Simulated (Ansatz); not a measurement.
## Effect of pressure 18 GPa on Ag2S

Consider Ag$_{2}$S in the anti-fluorite structure (space group Fm-3m, No. 225; a = 6.0902 Å; a model cell, its experimental status unchecked).

Perturbation: a hydrostatic pressure of 18 GPa.

The values are results of PBEsol (Ansatz, a quantum-chemistry and plane-wave program, PAW, no spin-orbit coupling), earlier PAW set, not measurements. k-mesh 13×13×13 (Γ-centred); smearing 0.05 eV (Fermi–Dirac).

```json
[
 {"quantity": "volume per atom", "base": "18.82 Å³", "changed": "16.22 Å³", "shift": "-2.60 Å³"},
 {"quantity": "density", "base": "7.29 g/cm³", "changed": "8.45 g/cm³", "shift": "+1.168 g/cm³"},
 {"quantity": "lattice parameter a", "base": "6.090 Å", "changed": "5.796 Å", "shift": "-0.294 Å"},
 {"quantity": "shortest interatomic distance", "base": "2.637 Å", "changed": "2.510 Å", "shift": "-0.127 Å"},
 {"quantity": "enthalpy H = E + PV relative to the base's energy", "base": "–", "changed": "+1.95 eV/atom", "shift": "–"},
 {"quantity": "band gap", "base": "zero", "changed": "zero", "shift": "–"}
]
```

Load acts through the strain it causes; cell and atoms are relaxed under it. Whether these cells are dynamically stable was not tested. Competing high-pressure phases were not computed. The final runs are not spin-polarised. This is not the structure that Ag2S has at room temperature and ambient pressure. The zero or small gap of Ag2S can change with the level of theory.
